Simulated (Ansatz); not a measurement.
The reference is InAs in the zinc blende structure (space group F-43m, No. 216; a = 6.1863 Å).

The other end (x = 1) is AlAs in the zinc blende structure (space group F-43m, No. 216): 23.50 Å³/atom, gap 1.50 eV.

Method: Ansatz (an electronic-structure program), PBE, PAW, cutoff 420 eV, without spin-orbit coupling.

Al replaces a fraction x of In; each row is one arrangement (x, atoms in the cell, starting space group or random), fully relaxed.

One change was made to it. Results:

```json
[
 {"quantity": "band gap", "base": "zero", "after": "0.88 eV"},
 {"quantity": "deviation of the volume from the linear (Vegard-type) interpolation", "base": "–", "after": "-0.9 %"},
 {"quantity": "mean first-shell distances", "base": "–", "after": "In–As 2.659 Å (end compound 2.679 Å), Al–As 2.488 Å (end compound 2.480 Å)"}
]
```

What was done to the base?
(A) x(Al) = 0.25, 8 atoms, Amm2
(B) x(Al) = 0.333, 6 atoms, P3m1
(C) x(Al) = 0.667, 6 atoms, Imm2

C, x(Al) = 0.667, 6 atoms, Imm2. For comparison, the band gap in the other runs: x(Al) = 0.25, 8 atoms, Amm2 gives zero; x(Al) = 0.333, 6 atoms, P3m1 gives zero.

These are small ordered cells, not random alloys; other orderings at the same x differ. Whether these cells are dynamically stable was not tested. The final runs are not spin-polarised. Gaps under 0.05 eV, about the width of the smearing, are given as zero. The zero or small gap of InAs, AlIn3As4 and AlIn2As3 can change with the level of theory.
